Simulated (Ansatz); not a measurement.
## PtBi2 (Pa-3, No. 205, 12 atoms in the cell; start mp-22864)

These are PBEsol (Ansatz, a first-principles code, PAW) values and carry that method's errors.

Run with plane-wave cutoff 520 eV, 8×8×8 k mesh, Fermi–Dirac smearing 0.05 eV, scalar-relativistic PAW data made under PBE.

Cell (relaxed at this level):

```cif
data_Bi8Pt4
_chemical_formula_sum 'Bi8 Pt4'
_space_group_name_H-M_alt 'P 1'
_space_group_IT_number 1
_cell_length_a 6.72167
_cell_length_b 6.72167
_cell_length_c 6.72167
_cell_angle_alpha 90.000
_cell_angle_beta 90.000
_cell_angle_gamma 90.000
loop_
_space_group_symop_operation_xyz
  'x, y, z'
loop_
_atom_site_label
_atom_site_type_symbol
_atom_site_fract_x
_atom_site_fract_y
_atom_site_fract_z
_atom_site_occupancy
Bi1 Bi 0.37003 0.37003 0.37003 1
Bi2 Bi 0.62997 0.62997 0.62997 1
Bi3 Bi 0.12997 0.62997 0.87003 1
Bi4 Bi 0.87003 0.37003 0.12997 1
Bi5 Bi 0.87003 0.12997 0.62997 1
Bi6 Bi 0.12997 0.87003 0.37003 1
Bi7 Bi 0.62997 0.87003 0.12997 1
Bi8 Bi 0.37003 0.12997 0.87003 1
Pt1 Pt 0.00000 0.00000 0.00000 1
Pt2 Pt 0.50000 0.00000 0.50000 1
Pt3 Pt 0.50000 0.50000 0.00000 1
Pt4 Pt 0.00000 0.50000 0.50000 1
```

For PtBi2 (Pa-3, No. 205, 12 atoms in the cell; start mp-22864), the band gap is zero (no gap).

Note: the relaxation could not lower the start's symmetry, so the cell can be a saddle point above a distorted one.

Spin–orbit coupling is not included; it can shift volumes and moduli of such heavy elements.

Computed values are for the static lattice.

A start named mp-… is a Materials Project structure, which need not be a measured phase.
